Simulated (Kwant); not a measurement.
System: wire with an antidot in a InSb two-dimensional gas. Effective mass 0.014 mₑ, grid spacing 12 nm, hard walls, nominal width 300 nm (25 grid rows, so walls 312 nm apart), one parabolic valley, scattering region 900 nm long along x; energies count from the band bottom; Fermi energy 0.0184 eV. Hard-wall hole of radius 34 nm, 0 nm off the axis. Perpendicular field swept from 0 to 0.23 T, also in the leads; orbital effect alone.

Constants are typed, rounded textbook-type inputs, not results; the design itself was drawn at random and stands for no fabricated device.

Model: effective-mass tight-binding model on a square grid, one spin, coherent transport at 0 K (Kwant). Conductance is in e²/h.

Sweep values stay those of the base run.

Base results: mean G (e²/h) over the sweep 5.92; G (e²/h) at B = 0.05667 T 5.98; G (e²/h) at B = 0.1700 T 5.89; G (e²/h) at B = 0.1133 T 5.96.

**Question.** What follows from this one change: Fermi energy 0.0184 → 0.016 eV?

**Answer.** mean G over the sweep little changed (5.76 e²/h); G at B = 0.05667 T little changed (5.92 e²/h); G at B = 0.1700 T 5.89 → 5.48 e²/h; G at B = 0.1133 T little changed (5.85 e²/h).

**Question.** What follows from this one change: effective mass 0.014 → 0.0084 mₑ?

**Answer.** mean G over the sweep 5.92 → 3.93 e²/h; G at B = 0.05667 T 5.98 → 4.01 e²/h; G at B = 0.1700 T 5.89 → 3.93 e²/h; G at B = 0.1133 T 5.96 → 4.00 e²/h.
